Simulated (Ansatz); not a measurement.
The starting structures come from a database of crystals and need not be the phases stable at ambient conditions.

 Where the default PAW files enter, the runs use the earlier of Ansatz's two default sets.

Tunnelling through a barrier is set by its complex band structure: the current falls as exp(−2κd) with the smallest κ.

Consider the following.

```yaml
crystal:
  lattice:
    - [4.56187, 0.02256, 0.00000]
    - [1.92823, 6.46425, 0.00000]
    - [0.00000, 0.00000, 5.61123]
  atoms:
    - { symbol: Pb, position: [0.64174, 0.69808, 0.75000] }
    - { symbol: Pb, position: [0.35826, 0.30192, 0.25000] }
    - { symbol: Se, position: [0.08098, 0.84077, 0.25000] }
    - { symbol: Se, position: [0.91902, 0.15923, 0.75000] }
    - { symbol: O, position: [0.80731, 0.33049, 0.98617] }
    - { symbol: O, position: [0.19269, 0.66951, 0.01383] }
    - { symbol: O, position: [0.19269, 0.66951, 0.48617] }
    - { symbol: O, position: [0.80731, 0.33049, 0.51383] }
    - { symbol: O, position: [0.30737, 0.11521, 0.75000] }
    - { symbol: O, position: [0.69263, 0.88479, 0.25000] }
```

Space group of this cell: P2_1/m. The cell was relaxed by PBE-D3(BJ); by PBEsol its mean pressure is -3.7 GPa.

Transport runs along the normal of the first two printed cell vectors.

The gap is the functional's own. No spin-orbit coupling. Mid-gap values are interpolated on the energy grid.

Problem. Give the band gap and the smallest decay constant κ at mid-gap that PBEsol in Ansatz (an electronic-structure program) yields.

Solution. Gap 2.76 eV on a 8×6×6 mesh; κ = 0.283 1/Å, at (0.500, 0.000) of the in-plane reciprocal vectors. At the zone centre, at the nearest computed energy, the slowest state has κ = 0.46 1/Å.
